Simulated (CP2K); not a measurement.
**A self-consistent single point of Ta (Im-3m, 1 atom in the cell) with CP2K**

Method of the run: PBE, GPW, TZVP-MOLOPT-SR-GTH basis, GTH-PBE potentials (GTH_POTENTIALS) (CP2K 2026.2).

Input:

```
&GLOBAL
  PROJECT ta
  RUN_TYPE ENERGY_FORCE
  PRINT_LEVEL MEDIUM
&END GLOBAL
&FORCE_EVAL
  METHOD Quickstep
  STRESS_TENSOR ANALYTICAL
  &DFT
    BASIS_SET_FILE_NAME BASIS_MOLOPT_UCL
    POTENTIAL_FILE_NAME GTH_POTENTIALS
    &QS
      METHOD GPW
      EPS_DEFAULT 1E-10
    &END QS
    &MGRID
      CUTOFF 500
      REL_CUTOFF 50
      NGRIDS 5
    &END MGRID
    &SCF
      SCF_GUESS ATOMIC
      EPS_SCF 1E-6
      MAX_SCF 100
      ADDED_MOS 4
      &DIAGONALIZATION
        ALGORITHM STANDARD
      &END DIAGONALIZATION
      &MIXING
        METHOD BROYDEN_MIXING
        ALPHA 0.2
        NBUFFER 10
        BETA 1
      &END MIXING
      &SMEAR ON
        METHOD MARZARI_VANDERBILT
        SIGMA [eV] 0.1
      &END SMEAR
    &END SCF
    &KPOINTS
      SCHEME MONKHORST-PACK 9 9 9
    &END KPOINTS
    &XC
      &XC_FUNCTIONAL PBE
      &END XC_FUNCTIONAL
    &END XC
    &PRINT
      &MO
        EIGENVALUES T
        OCCUPATION_NUMBERS T
        NDIGITS 8
        FILENAME mo
        &EACH
          QS_SCF 0
        &END EACH
        ADD_LAST NUMERIC
      &END MO
      &MULLIKEN ON
      &END MULLIKEN
    &END PRINT
  &END DFT
  &SUBSYS
    &CELL
      ABC 2.90941900 2.90941932 2.90941903
      ALPHA_BETA_GAMMA 109.47122202 109.47121343 109.47121142
      PERIODIC XYZ
    &END CELL
    &COORD
      SCALED
      Ta       0.00000000     0.00000000     0.00000000
    &END COORD
    &KIND Ta
      BASIS_SET TZVP-MOLOPT-SR-GTH-q13
      POTENTIAL GTH-PBE-q13
    &END KIND
  &END SUBSYS
  &PRINT
    &FORCES ON
    &END FORCES
    &STRESS_TENSOR ON
    &END STRESS_TENSOR
  &END PRINT
&END FORCE_EVAL
```

Output, abridged:

```
 GLOBAL| Method name                                                        CP2K
 GLOBAL| Project name                                                         ta
 GLOBAL| Run type                                                   ENERGY_FORCE

 CELL| Volume [angstrom^3]:                                            18.958198
 CELL| Vector a [angstrom]:       2.909     0.000     0.000   |a| =     2.909419
 CELL| Vector b [angstrom]:      -0.970     2.743     0.000   |b| =     2.909419
 CELL| Vector c [angstrom]:      -0.970    -1.372     2.376   |c| =     2.909419
 CELL| Angle (b,c), alpha [degree]:                                   109.471222
 CELL| Angle (a,c), beta  [degree]:                                   109.471213
 CELL| Angle (a,b), gamma [degree]:                                   109.471211
 CELL| Numerically orthorhombic:                                              NO
 CELL| Periodicity                                                           XYZ

 DFT| Spin restricted Kohn-Sham (RKS) calculation                            RKS
 DFT| Multiplicity                                                             2
 DFT| Number of spin states                                                    1
 DFT| Charge                                                                   0
 DFT| XC density smoothing                                                  NONE
 DFT| XC derivatives                                                          PW

 QS| Method:                                                                 GPW
 QS| Density plane wave grid type                        NON-SPHERICAL FULLSPACE
 QS| Number of grid levels:                                                    5
 QS| Density cutoff [a.u.]:                                                250.0
 QS| Multi grid cutoff [a.u.]: 1) grid level                               250.0
   [... lines left out ...]
 BRILLOUIN| Wavefunction type                                            COMPLEX
 BRILLOUIN| List of Kpoints [2 Pi/Bohr]                                      365
 BRILLOUIN| Number           Weight            X              Y              Z
 BRILLOUIN|     1           0.00274       -0.44444       -0.44444       -0.44444
 BRILLOUIN|     2           0.00274       -0.44444       -0.44444       -0.33333
 BRILLOUIN|     3           0.00274       -0.44444       -0.44444       -0.22222
   [... 362 lines left out ...]
 *******************************************************************************

 Extrapolation method: initial_guess

 Re-scaling the density matrix to get the right number of electrons
                  # Electrons              Trace(P)               Scaling factor
                           13                13.000                        1.000

 Number of electrons:                                                         13
 Number of occupied orbitals:                                                  7
 Number of molecular orbitals:                                                11

 Number of orbital functions:                                                 35
 Number of independent orbital functions:                                     35
 SCF WAVEFUNCTION OPTIMIZATION

  Step     Update method      Time    Convergence         Total energy    Change
     1 NoMix/Diag. 0.20E+00      -     1.82870525       -58.6046404383 -5.86E+01
     2 Broy./Diag. 0.20E+00      -     0.01435164       -58.7369547828 -1.32E-01
     3 Broy./Diag. 0.20E+00      -     0.05649705       -58.4016718174  3.35E-01
     4 Broy./Diag. 0.20E+00      -     0.00467435       -58.2053910917  1.96E-01
     5 Broy./Diag. 0.20E+00      -     0.00300823       -58.2353689003 -3.00E-02
     6 Broy./Diag. 0.20E+00      -     0.00037063       -58.2337195921  1.65E-03
     7 Broy./Diag. 0.20E+00      -     0.00022872       -58.2354812493 -1.76E-03
     8 Broy./Diag. 0.20E+00      -     0.00001917       -58.2351873730  2.94E-04
     9 Broy./Diag. 0.20E+00      -     0.00000210       -58.2351989062 -1.15E-05
    10 Broy./Diag. 0.20E+00      -     0.00000084       -58.2351869183  1.20E-05
  *** SCF run converged in    10 steps ***

  Electronic density on regular grids:        -13.0000000000       -0.0000000000
  Core density on regular grids:               12.9999999985       -0.0000000015
  Total charge density on r-space grids:       -0.0000000015
  Total charge density g-space grids:          -0.0000000015

  Overlap energy of the core charge distribution:               0.00000000019259
  Self energy of the core charge distribution:                -86.68003601779165
  Core Hamiltonian energy:                                     18.47859795761266
  Hartree energy:                                              16.79732286001980
  Exchange-correlation energy:                                 -6.83092709089309
  Smearing free energy correction:                             -0.00014462741097
  Fermi energy:                                                 0.45151849855666

  Total energy:                                               -58.23518691828209

                     Mulliken Population Analysis

 #  Atom  Element  Kind  Atomic population                           Net charge
       1     Ta       1         13.000000                             -0.000000
 # Total charge                             13.000000                 -0.000000

 ENERGY| Total FORCE_EVAL ( QS ) energy [hartree]            -58.235183645519911

 FORCES| Atomic forces [hartree/bohr]
 FORCES|   Atom     x               y               z               |f|
 FORCES|      1  1.01273255E-13 -5.63637361E-14  6.30715535E-15   1.16072922E-13
 FORCES| Sum     1.01273255E-13 -5.63637361E-14  6.30715535E-15
 FORCES| Total atomic force                                       1.16072922E-13

 STRESS| Analytical stress tensor [bar]
 STRESS|                        x                   y                   z
 STRESS|      x       -6.57619551278E+04  -9.03336567277E-02   2.06503268575E-01
 STRESS|      y       -9.03336567277E-02  -6.57605834343E+04   2.81600852196E-01
 STRESS|      z        2.06503268575E-01   2.81600852196E-01  -6.57593857293E+04
 STRESS| 1/3 Trace                                            -6.57606414304E+04
```

The run converged in 10 iterations.

The starting cell comes from a database of computed structures (which also holds hypothetical and non-ambient phases and stackings), without a prior relaxation at this level. Its lattice was rescaled by a random factor within 2.5 % of one. Spin polarisation is off. Values carry the incompleteness of an atom-centred basis. With a pressure of about -7 GPa the cell is away from its equilibrium volume at this level.

Cost on one core of a shared machine: roughly 50 s.
